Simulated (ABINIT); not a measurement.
**Input and output of a self-consistent single point for TiGa5Co (P4/mmm, 7 atoms in the cell) (ABINIT)**

Method of the run: LDA (PW92), PAW (JTH v2.0 LDA PAW) (plane waves; ABINIT 10.0.3).

This input was run:

```
# TiGa5Co, JTH v2.0 LDA PAW
pp_dirpath "./"
pseudos "Ti.LDA_PW-JTH.xml, Ga.LDA_PW-JTH.xml, Co.LDA_PW-JTH.xml"
acell 3*1.0 Angstrom
rprim
         4.0285600000    0.0000000000    0.0000000000
         0.0000000000    4.0285600000    0.0000000000
         0.0000000000    0.0000000000    6.4418100000
natom 7
ntypat 3
znucl 22 31 27
typat 1 2 2 2 2 2 3
xcart
         0.0000000000    0.0000000000    0.0000000000
         0.0000000000    2.0142800000    1.9197882162
         0.0000000000    2.0142800000    4.5220217838
         2.0142800000    0.0000000000    1.9197882162
         2.0142800000    0.0000000000    4.5220217838
         2.0142800000    2.0142800000    0.0000000000
         0.0000000000    0.0000000000    3.2209050000
      Angstrom
ecut 30
pawecutdg 60
pawxcdev 0
occopt 7
tsmear 0.00367493
nband 59
kptopt 1
ngkpt 5 5 3
nshiftk 1
shiftk 0 0 0
nstep 100
toldfe 1.0e-09
prtwf 0
prtden 0
enunit 1
```

The program printed (abridged):

```
 Symmetries : space group P4/m m m (#123); Bravais tP (primitive tetrag.)

 -outvars: echo values of preprocessed input variables --------
            acell      1.8897261329E+00  1.8897261329E+00  1.8897261329E+00 Bohr
             ecut      3.00000000E+01 Hartree
           enunit           1
              ixc       -1012
         kptrlatt        5    0    0      0    5    0      0    0    3
          kptrlen      3.65197701E+01
            natom           7
            nband          59
            ngfft          40      40      64
          ngfftdg          54      54      90
             nkpt          12
            nstep         100
             nsym          16
           ntypat           3
           occopt           7
        pawecutdg      6.00000000E+01 Hartree
         pawxcdev           0
            rprim      4.0285600000E+00  0.0000000000E+00  0.0000000000E+00
                       0.0000000000E+00  4.0285600000E+00  0.0000000000E+00
                       0.0000000000E+00  0.0000000000E+00  6.4418100000E+00
          spgroup         123
           toldfe      1.00000000E-09 Hartree
           tsmear      3.67493000E-03 Hartree
            typat      1  2  2  2  2  2  3
           useylm           1
             xred      0.0000000000E+00  0.0000000000E+00  0.0000000000E+00
                       0.0000000000E+00  5.0000000000E-01  2.9802000000E-01
                       0.0000000000E+00  5.0000000000E-01  7.0198000000E-01
                       5.0000000000E-01  0.0000000000E+00  2.9802000000E-01
                       5.0000000000E-01  0.0000000000E+00  7.0198000000E-01
                       5.0000000000E-01  5.0000000000E-01  0.0000000000E+00
                       0.0000000000E+00  0.0000000000E+00  5.0000000000E-01
            znucl       22.00000   31.00000   27.00000

== DATASET  1 ==================================================================

 Real(R)+Recip(G) space primitive vectors, cartesian coordinates (Bohr,Bohr^-1):
 R(1)=  7.6128751  0.0000000  0.0000000  G(1)=  0.1313564  0.0000000  0.0000000
 R(2)=  0.0000000  7.6128751  0.0000000  G(2)=  0.0000000  0.1313564  0.0000000
 R(3)=  0.0000000  0.0000000 12.1732567  G(3)=  0.0000000  0.0000000  0.0821473
 Unit cell volume ucvol=  7.0551165E+02 bohr^3
 Angles (23,13,12)=  9.00000000E+01  9.00000000E+01  9.00000000E+01 degrees

 Coarse grid specifications (used for wave-functions):

 getcut: wavevector=  0.0000  0.0000  0.0000  ngfft=  40  40  64
         ecut(hartree)=     30.000   => boxcut(ratio)=   2.13101

 Fine grid specifications (used for densities):

 getcut: wavevector=  0.0000  0.0000  0.0000  ngfft=  54  54  90
         ecut(hartree)=     60.000   => boxcut(ratio)=   2.03425

   1.41336478E+04                                ecore*ucvol(ha*bohr**3)

_setup2: Arith. and geom. avg. npw (full set) are    5535.133    5535.121

--- !BeginCycle
solver: {iscf: 17, nstep: 100, nline: 4, wfoptalg: 10, }
tolerances: {toldfe: 1.00E-09, }
...

     iter   Etot(hartree)      deltaE(h)  residm     nres2
 ETOT  1  -588.25908380952    -5.883E+02 3.017E+01 1.550E+02
 ETOT  2  -604.84497013203    -1.659E+01 4.109E-01 2.329E+03
 ETOT  3  -601.92698906819     2.918E+00 4.732E-01 1.110E+02
 ETOT  4  -601.99989499852    -7.291E-02 3.914E-01 1.454E+02
 ETOT  5  -601.91530756388     8.459E-02 1.004E-01 4.103E+01
 ETOT  6  -601.87352040997     4.179E-02 2.594E-02 9.775E-01
   [... 11 lines left out ...]
 ETOT 18  -601.87300711704     1.644E-09 1.311E-04 1.538E-06
 ETOT 19  -601.87300711544     1.596E-09 1.003E-04 7.083E-07
 ETOT 20  -601.87300711370     1.744E-09 8.534E-05 1.148E-07
 ETOT 21  -601.87300711347     2.251E-10 6.843E-05 2.503E-08
 ETOT 22  -601.87300711340     7.833E-11 5.566E-05 6.245E-09

 At SCF step   22, etot is converged :
  for the second time, diff in etot=  7.833E-11 < toldfe=  1.000E-09

 Cartesian components of stress tensor (hartree/bohr^3)
  sigma(1 1)=  1.79367351E-04  sigma(3 2)=  0.00000000E+00
  sigma(2 2)=  1.79367351E-04  sigma(3 1)=  0.00000000E+00
  sigma(3 3)=  1.76090623E-04  sigma(2 1)=  0.00000000E+00

 ----iterations are completed or convergence reached----

 reduced coordinates (array xred) for    7 atoms
       0.000000000000      0.000000000000      0.000000000000
       0.000000000000      0.500000000000      0.298020000000
       0.000000000000      0.500000000000      0.701980000000
       0.500000000000      0.000000000000      0.298020000000
       0.500000000000      0.000000000000      0.701980000000
       0.500000000000      0.500000000000      0.000000000000
       0.000000000000      0.000000000000      0.500000000000
 cartesian forces (eV/Angstrom) at end:
    1     -0.00000000000000    -0.00000000000000    -0.00000000000000
    2      0.00000000000000    -0.00000000000000    -0.13463798887618
    3     -0.00000000000000    -0.00000000000000     0.13463798887618
    4      0.00000000000000     0.00000000000000    -0.13463798887618
    5     -0.00000000000000    -0.00000000000000     0.13463798887618
    6     -0.00000000000000    -0.00000000000000    -0.00000000000000
    7     -0.00000000000000    -0.00000000000000    -0.00000000000000
 frms,max,avg= 5.8760836E-02 1.3463799E-01   0.000E+00  0.000E+00  0.000E+00 e/A
 length scales=  1.889726132886  1.889726132886  1.889726132886 bohr
              =  1.000000000000  1.000000000000  1.000000000000 angstroms
 Fermi (or HOMO) energy (eV) =   8.46106   Average Vxc (eV)= -11.06874
 Eigenvalues (   eV  ) for nkpt=  12  k points:
 kpt#   1, nband= 59, wtk=  0.01333, kpt=  0.0000  0.0000  0.0000 (reduced coord)
 -85.50824  -49.26121  -49.26121  -49.22213  -48.23946  -24.87525  -24.87525  -24.77353
  -7.00401   -6.93886   -6.91140   -6.91140   -6.88972   -6.86062   -6.85952   -6.80391
  -6.80047   -6.80047   -6.71462   -6.66759   -6.66407   -6.64412   -6.64412   -6.63984
  -6.56938   -6.56938   -6.53318   -6.49966   -6.45558   -6.45558   -6.39543   -6.38887
  -6.38677   -3.35403   -0.04742    0.81769    3.49699    5.44438    5.44438    5.87975
   5.87975    6.04956    6.05657    6.99285    8.27842    8.35723    8.35723    8.85833
   9.25020   10.14624   10.17193   10.72380   10.72380   11.02749   11.98230   11.98230
  12.95039   13.15040   13.48342
 prteigrs : prtvol=0 or 1, do not print more k-points.

--- !EnergyTerms
comment             : Components of total free energy in Hartree
kinetic             :  4.50291073767818E+01
hartree             :  1.60981099490402E+02
xc                  : -1.47317595865332E+01
Ewald energy        : -3.82043460506880E+02
psp_core            :  2.00331882821452E+01
local_psp           : -4.56780145625048E+02
spherical_terms     :  2.56400259739958E+01
internal            : -6.01871944595136E+02
'-kT*entropy'       : -1.06755100977054E-03
total_energy        : -6.01873012146145E+02
total_energy_eV     : -1.63777975684832E+04
...

-Cartesian components of stress tensor (GPa)         [Pressure= -5.2450E+00 GPa]
- sigma(1 1)=  5.27716877E+00  sigma(3 2)=  0.00000000E+00
- sigma(2 2)=  5.27716877E+00  sigma(3 1)=  0.00000000E+00
- sigma(3 3)=  5.18076411E+00  sigma(2 1)=  0.00000000E+00

 Calculation completed.
```

The run converged in 22 iterations.

The starting cell comes from a database of computed structures (which also holds hypothetical and non-ambient phases and stackings), without a prior relaxation at this level. Spin polarisation is off. With a pressure of about -5 GPa the cell is away from its equilibrium volume at this level.

Cost on one core of a shared machine: roughly 4 min.
